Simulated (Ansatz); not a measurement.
Take HfO2 (space group P4_2/nmc, No. 137) as the base.

```xyz
6
Lattice="3.6048 0.0000 0.0000 0.0000 3.6048 0.0000 0.0000 0.0000 5.2650" Properties=species:S:1:pos:R:3 pbc="T T T"
Hf     0.0000     0.0000     0.0000
Hf     1.8024     1.8024     2.6325
O      0.0000     1.8024     1.0174
O      0.0000     1.8024     3.6499
O      1.8024     0.0000     1.6151
O      1.8024     0.0000     4.2476
```

Cartesian axes are those of the cell as printed.

Levels (all Ansatz, a quantum-chemistry and plane-wave program, PAW, earlier PAW set): PBE (420 eV, no SOC); HSE06 (420 eV, no spin-orbit coupling).

Its gap is 4.67 eV with PBE and 6.31 eV with HSE06.

The change: uniaxial stress, 8 GPa tension along z; all other stress components relax to zero.

With PBE the gap becomes 4.74 eV.

Q: If the HSE06 correction stayed the same, what would the HSE06 gap be, and what does the HSE06 run give?

A: A rigid correction of +1.64 eV gives 6.38 eV. The HSE06 run gives 6.39 eV, so the two effects roughly add.

Single points use the geometry relaxed with PBE. The hybrid gap comes from the SCF mesh plus the semilocal run's edge points and a few special points and is an upper bound. Spin-orbit coupling, missing from the scalar runs, can matter with Hf. Load acts through the strain it causes; cell and atoms are relaxed under it. Stability under load was not tested beyond the relaxation. This is not the structure that HfO2 has at room temperature and ambient pressure.
